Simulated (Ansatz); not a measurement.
Amorphous Si$_{24}$O$_{46}$F$_{4}$, 74 atoms at 2.11 g/cm³, one PBE-relaxed geometry, zone centre. Methods: PBE, scalar-relativistic without spin-orbit coupling (Ansatz, an electronic-structure program); r2SCAN, scalar-relativistic without spin-orbit coupling (Ansatz); HSE06, scalar-relativistic without spin-orbit coupling (Ansatz). Plane waves to 420 eV (r2SCAN 500 eV); exact exchange is cut at the cell's faces. At PBE the levels at the filled edge of the gap are localised (band-tail or defect states), and the nearest spread-out levels lie 5.4 eV apart at the zone centre. The higher rungs were started with moments on some atoms, which died out.

A CHGNet melt-quench gave the starting glass, which DFT then relaxed. O and F atoms were pushed apart under 1.9 Å during the dynamics, to hinder bonds among them. The hot cell started wider than the set density and was brought back towards it in steps. It is the lowest in DFT energy of 2 quenches. It is a model cell: composition and starting density were chosen by hand, and all elements were melted together. No dispersion term was used. Its density started from a set value of 2.11 and ended at 2.11 g/cm³. The quench (nominally 1500 K/ps over its main leg) was far faster than any real one, so the model tends to hold more defects than a real film. Values belong to this one cell and scatter from quench to quench. The volume was held where the preparation left it and the shape relaxed, at a PBE pressure of -0.1 GPa (tension).

The relaxation ran on the zone centre alone. At PBE the level gap is 3.93 eV on a 2×2×2 Γ-centred mesh, and the spacing at the zone centre alone 3.93 eV.

Q: What zone-centre spacing does r2SCAN give, roughly?

A: 4.55 eV (+0.62 eV against PBE).

Q: What zone-centre spacing does HSE06 give, roughly?

A: 5.62 eV (+1.70 eV against PBE).

The highest filled and the lowest empty state spread over these numbers of atoms (participation numbers): PBE: 1.5 and 57.6; r2SCAN: 1.4 and 56.7; HSE06: 1.4 and 58.1.
